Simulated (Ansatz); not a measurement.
Start from Hf in the hcp (Mg type) structure (space group P6_3/mmc, No. 194; a = 3.1983 Å, c = 5.0488 Å; relaxed with 0.1 eV smearing). Axes: x lies along a and z along c of the hexagonal cell.

Method: r2SCAN (Ansatz, a program for electronic structure, PAW, no SOC).

Modification: the cell is stretched by 2.50 % along x with no lateral relaxation; the atoms relax in the strained cell.

Question: Predict the stress tensor and what it implies for the stiffness.

Answer: Stress of the strained cell less that of the base (GPa, compression positive):
```
   -4.3     0.0     0.0
    0.0    -1.9     0.0
    0.0     0.0    -1.6
```

Then −Δσ_ii/ε with ε = 0.0250 gives secant stiffness values (nonlinear terms included at this strain): C11 ≈ 172 GPa, C12 ≈ 75 GPa and C13 ≈ 64 GPa.

As a check, the harmonic strain energy −½ V₀ Δσ:ε is 7.5 meV/atom; the computed energy rise is 7.7 meV/atom.

No phonon test of stability was made. All final runs are without spin polarisation.
